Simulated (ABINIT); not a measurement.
Input and output of a self-consistent single point for SrIn₂ (P6_3/mmc, 6 atoms in the cell) (ABINIT).

Level of theory: PBEsol, norm-conserving pseudopotentials (PseudoDojo nc-sr-04 PBEsol standard) (plane waves; ABINIT).

```xyz
6
Lattice="5.0445 0.0000 0.0000 -2.5222 4.3686 0.0000 0.0000 0.0000 8.1153" Properties=species:S:1:pos:R:3 pbc="T T T"
Sr     0.0000     0.0000     6.0865
Sr     0.0000     0.0000     2.0288
In     0.0000     2.9124     7.7379
In     2.5222     1.4562     0.3774
In     2.5222     1.4562     3.6802
In     0.0000     2.9124     4.4351
```

Reference input (self-consistent single point, DFT, PBEsol, plane waves, norm-conserving pseudopotentials (PseudoDojo nc-sr-04 PBEsol standard)): pseudos = [Sr.upf, In.upf]; ecut = 35 Ha; occopt = 7; tsmear = 0.1 eV; ngkpt = 4 4 3; nshiftk = 1; shiftk = 0 0 0; potentials = PseudoDojo nc-sr-04 PBEsol standard; nband = 46; kptopt = 1; nstep = 100; toldfe = 1e-09 Ha. This run's input differs from it in these lines:

```diff
@@ -22,3 +22,3 @@
 occopt 7
-tsmear 0.1 eV
+tsmear 0.3 eV
 nband 46
```

The program printed (abridged):

```
--- !BeginCycle
solver: {iscf: 7, nstep: 100, nline: 4, wfoptalg: 0, }
tolerances: {toldfe: 1.00E-09, }
...

     iter   Etot(hartree)      deltaE(h)  residm     vres2
 ETOT  1  -329.78246392687    -3.298E+02 5.612E-01 2.328E+03
 ETOT  2  -333.34176721697    -3.559E+00 8.264E-02 2.487E+03
 ETOT  3  -333.64337530245    -3.016E-01 6.556E-03 4.818E+02
 ETOT  4  -333.67677257198    -3.340E-02 6.262E-03 1.936E+02
 ETOT  5  -333.69739156644    -2.062E-02 3.282E-03 1.535E+01
   [... 3 lines left out ...]
 ETOT  9  -333.69917335359    -3.285E-07 6.271E-04 3.258E-05
 ETOT 10  -333.69917335777    -4.189E-09 5.964E-04 4.981E-08
 ETOT 11  -333.69917335780    -2.143E-11 2.659E-04 3.905E-09
 ETOT 12  -333.69917335783    -3.138E-11 4.408E-04 3.022E-10
 At SCF step   12, etot is converged :
  for the second time, diff in etot=  3.138E-11 < toldfe=  1.000E-09

 Cartesian components of stress tensor (hartree/bohr^3)
  sigma(1 1)=  3.66396482E-05  sigma(3 2)=  0.00000000E+00
  sigma(2 2)=  3.66396484E-05  sigma(3 1)=  0.00000000E+00
  sigma(3 3)=  6.64338303E-05  sigma(2 1)= -6.07256671E-15

 ----iterations are completed or convergence reached----

 reduced coordinates (array xred) for    6 atoms
       0.000000000000      0.000000000000      0.750000002187
       0.000000000000      0.000000000000      0.250000002187
       0.333333333333      0.666666666667      0.953490003077
       0.666666666667      0.333333333333      0.046510001297
       0.666666666667      0.333333333333      0.453490003077
       0.333333333333      0.666666666667      0.546510001297
   [... lines left out ...]
 Fermi (or HOMO) energy (eV) =   6.40820   Average Vxc (eV)=  -9.92460
   [... lines left out ...]
total_energy        : -3.33699173357827E+02
total_energy_eV     : -9.08041630000452E+03
band_energy         : -1.91507049739928E+01
...

-Cartesian components of stress tensor (GPa)         [Pressure= -1.3702E+00 GPa]
- sigma(1 1)=  1.07797549E+00  sigma(3 2)=  0.00000000E+00
- sigma(2 2)=  1.07797549E+00  sigma(3 1)=  0.00000000E+00
- sigma(3 3)=  1.95455044E+00  sigma(2 1)= -1.78661051E-10

 Calculation completed.
```

The run converged in 12 iterations. Against the reference run the free energy goes down by 4.3 meV/atom, the pressure moves little (-1.43 to -1.37 GPa) and the largest force goes from 0.030 to 0.020 eV/Å.

The starting cell comes from a database of computed structures (which also holds hypothetical and non-ambient phases and stackings), without a prior relaxation at this level.

Cost on one core of a shared machine: roughly 5 min.
